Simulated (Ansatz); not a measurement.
# PbF2: pressure series

Take PbF$_{2}$ in the fluorite structure (space group Fm-3m, No. 225; a = 6.001 Å) as the base.

Cell and atoms are relaxed at each pressure.

Computed with PBE (Ansatz, a program for electronic structure; PAW; 420 eV plane waves; no spin-orbit coupling), earlier PAW set.

Two rows of this table had their results exchanged by mistake.

| pressure | volume per atom (Å³) | shortest distance (Å) | band gap |
|---|---|---|---|
| pressure −2 GPa | 18.60 | 2.627 | 4.41 eV |
| pressure −1 GPa | 18.29 | 2.612 | 4.43 eV |
| pressure 0.9 GPa | 14.04 | 2.391 | 4.26 eV |
| pressure 2.1 GPa | 17.49 | 2.573 | 4.43 eV |
| pressure 4.5 GPa | 16.98 | 2.548 | 4.42 eV |
| pressure 9 GPa | 16.21 | 2.509 | 4.40 eV |
| pressure 15 GPa | 15.41 | 2.467 | 4.37 eV |
| pressure 22.5 GPa | 14.65 | 2.425 | 4.32 eV |
| pressure 30 GPa | 17.77 | 2.587 | 4.43 eV |

Q: Which two?

A: The rows for pressure 0.9 GPa and pressure 30 GPa: the volume has to fall steadily with pressure, so 17.77 Å³ belongs to pressure 0.9 GPa and 14.04 Å³ to pressure 30 GPa.

Spin-orbit coupling, missing from the scalar runs, can matter with Pb. Load acts through the strain it causes; cell and atoms are relaxed under it. No phonon test of stability was made. No other phases were tried under pressure.
